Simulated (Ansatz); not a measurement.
Consider Os in the hcp (Mg type) structure (space group P6_3/mmc, No. 194; a = 2.739 Å, c = 4.317 Å). Axes: x lies along a and z along c of the hexagonal cell.

Calculations: r2SCAN/PAW in Ansatz (an electronic-structure program), spin-orbit coupling left out, earlier PAW set.

Free-standing slabs (1 atom(s) a layer) normal to the z axis with 15 Å of vacuum; in-plane cell held at bulk.

One change was made to it. Results:

| quantity | base | after |
|---|---|---|
| band gap | zero | zero |
| excess energy per area of both faces (slab less bulk energy over the cell's area: twice a surface energy) (uncertain by up to 0.05 J/m²) | – | 6.09 J/m² |
| shortest interatomic distance | 2.676 Å | 2.557 Å |

Task: Which of these changes matches the shifts?
A) 7 layers
B) 5 layers
C) 2 layers

Result: C, 2 layers. For comparison, the shortest interatomic distance in the other runs: 5 layers gives 2.605 Å; 7 layers gives 2.613 Å.

The excess energy carries the mismatch between the slab's and the bulk's meshes. Stability against distortions was not tested. All final runs are without spin polarisation.
